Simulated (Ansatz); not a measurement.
A relaxation of cell and atoms of BaGaSnH (P3m1, 4 atoms in the cell) with Ansatz (an electronic-structure program).

Level of theory: PBEsol, PAW files made with PBE (plane waves; Ansatz).

```
CELL_PARAMETERS angstrom
      4.60934     0.00000     0.00000
     -2.30467     3.99181     0.00000
      0.00000     0.00000     5.39808
ATOMIC_POSITIONS crystal
  Ba 0.33333 0.66667 0.99985
  Ga 0.00000 0.00000 0.41329
  Sn 0.66667 0.33333 0.54075
  H  0.00000 0.00000 0.08981
```

Reference input (self-consistent single point, DFT, PBEsol, plane waves, PAW files made with PBE): kpoints.mp_grid.grid = 7 7 5; hamiltonian.xc = pbesol; hamiltonian.pseudopotentials = {kind: paw} (the program's default PAW files); scf.occupations.method = gaussian; scf.occupations.width = 0.1 eV. This run's input differs from it in these lines:

```diff
@@ -23,2 +23,4 @@
     width: 0.1 eV
+relax:
+  cell: {}
 output:
```

Output, abridged:

```
   [... SCF lines of the steps left out ...]
relax step   1: F+E_penalty+E_count = -15573.62382428 eV  Δ(F+E_penalty+E_count) = +0.000e0 eV  max|allowed force component| = 2.072e-2 eV/Å  Δτ_max = 0.0000 Å  P = -2.481 GPa  Ω = 99.322 Å³  (8 SCF iters, dr2 threshold 1.00e-7 eV, accepted)
relax step   2: F+E_penalty+E_count = -15573.60915609 eV  Δ(F+E_penalty+E_count) = +1.467e-2 eV  max|allowed force component| = 6.136e-1 eV/Å  Δτ_max = 0.1171 Å  P = +1.957 GPa  Ω = 89.007 Å³  energy of the carried Pulay correction = +2.120e-3 eV  [...]
   [... lines left out ...]
relax step   7: F+E_penalty+E_count = -15573.67856143 eV  Δ(F+E_penalty+E_count) = -6.494e-5 eV  max|allowed force component| = 2.982e-3 eV/Å  Δτ_max = 0.0031 Å  P = -0.007 GPa  Ω = 92.630 Å³  energy of the carried Pulay correction = +1.350e-3 eV  [...]
relax step   8: F+E_penalty+E_count = -15573.67731013 eV  Δ(F+E_penalty+E_count) = +1.251e-3 eV  max|allowed force component| = 2.605e-3 eV/Å  Δτ_max = 0.0000 Å  P = -0.011 GPa  Ω = 92.630 Å³  stress off target by 1.51e-2 GPa  SCF on the basis [...]
basis re-selected at this cell: Δ(F+E_penalty+E_count) = +1.251e-3 eV, ΔP = -0.004 GPa vs the last step
the relaxation is at rest under the 6 symmetry operations that the run kept from its start: a minimum is not shown …
Free energy (F): -15573.677310 eV
Internal energy: -15573.677310 eV  (E = F + TS)
E sigma→0 (E₀):  -15573.677310 eV
Entropy (-TS):   -0.000000 eV (-0.000 meV/atom)
Fermi energy:    9.089866 eV
--- Forces (eV/Å), atoms counted from 1 ---
  atom   1  Ba     0.00000000     0.00000000     0.00046026
   [... lines left out ...]
  cell:  # Å, volume = 92.6304 Å³
   [... lines left out ...]
  atoms:
    - { symbol: Ba, position: [0.33333333333333337, 0.6666666666666666, 0.9997679413666397] }
    - { symbol: Ga, position: [-1.1171053677530272e-34, -5.628826649922662e-35, 0.4165997058732965] }
    - { symbol: Sn, position: [0.6666666666666667, 0.33333333333333337, 0.5432064681077342] }
    - { symbol: H, position: [4.364916429110152e-35, -2.412354278538284e-35, 0.08412588354082294] }
```

The run converged. 

Summary of the result:
```
Quantity                                                                                                              Value
-----------------------------------------------  --------------------------------------------------------------------------
Free energy E − TS (on the zero of these files)                                                              -15573.6773 eV
Gap on the k-point mesh                                                                                             0.64 eV
Pressure                                                                                                          -0.01 GPa
Largest force (vector length)                                                                                    0.003 eV/Å
Final cell                                       a = 4.533 Å, b = 4.533 Å, c = 5.205 Å, α = 90.00°, β = 90.00°, γ = 120.00°
Final volume per atom                                                                                              23.16 Å³
Relaxation steps                                                                                                          8
```

The starting cell comes from a database of computed structures (which also holds hypothetical and non-ambient phases and stackings), without a prior relaxation at this level. The relaxation keeps the symmetry of its start, so its end need not be a minimum. Ansatz's pressure includes its estimate of the finite-basis (Pulay) stress.

Cost on one core of a shared machine: roughly 50 s.

Keys are those of Ansatz 0.2.
